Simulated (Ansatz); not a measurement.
All values below come from PBE (plane waves to 420 eV, PAW; Ansatz, an electronic-structure program).

Electrostatic potential energy of an electron, averaged over planes parallel to the surface, in eV from the Fermi level, for a constructed model of the (100) surface of germanium, top plane replaced by Sn dimers, 2x1 (bottom of the slab: dihydride, held):

(z (Å), V (eV)): (3.79, 4.36); (4.08, 4.36); (4.38, 4.36); (4.67, 4.36); (4.96, 4.36); (5.25, 4.36); (5.54, 4.36); (5.83, 4.36); (6.12, 4.35); (6.42, 4.34); (6.71, 4.31); (7.00, 4.23); (7.29, 4.04); (7.58, 3.56); (7.88, 2.29); (8.17, -0.19); (8.46, -0.85); (8.75, -1.82); (9.04, -3.31); (9.33, -3.82); (9.62, -3.29); (9.92, -2.94); (10.21, -3.28); (10.50, -4.09); (10.79, -4.18); (11.08, -3.48); (11.38, -3.15); (11.67, -3.48); (11.96, -4.21); (12.25, -4.15); (12.54, -3.38); (12.83, -3.08); (13.12, -3.51); (13.42, -4.23); (13.71, -4.12); (14.00, -3.35); (14.29, -3.09); (14.58, -3.56); (14.88, -4.25); (15.17, -4.05); (15.46, -3.26); (15.75, -2.98); (16.04, -3.49); (16.33, -4.15); (16.62, -3.92); (16.92, -3.09); (17.21, -2.85); (17.50, -3.52); (17.79, -4.42); (18.08, -4.61); (18.38, -4.05); (18.67, -2.27); (18.96, -0.96); (19.25, -1.18); (19.54, -1.24); (19.83, -0.46); (20.12, 0.29); (20.42, 0.64); (20.71, 1.70); (21.00, 2.87); (21.29, 3.44); (21.58, 3.72); (21.88, 3.85); (22.17, 3.92); (22.46, 3.95); (22.75, 3.97); (23.04, 3.98); (23.33, 3.98); (23.62, 3.98); (23.92, 3.99); (24.21, 3.99)

Set-up: 20 atoms, 11.6 Å thick at the start with caps and adatoms (thin: gaps and levels are the slab's own); mesh 4x7x1; 0.025 eV smearing; dipole correction on; 8 atoms held, the rest relaxed; held to the start's symmetry, so lower structures may exist; no spin (no spin-polarised run to compare, though such a face may carry moments), no spin-orbit, no U. The slab shows no gap on its mesh. It is one candidate, not shown to be the stable structure of the face.

### Question
The surface cell has an area of 33.18 Å². What dipole along the normal does the step between the two vacuum levels imply?

### Answer
the top vacuum level lies 0.38 eV below the bottom one; p = −ε₀ A ΔV (ε₀ = 0.005526 e/(V·Å)) gives 0.07 e·Å a cell.
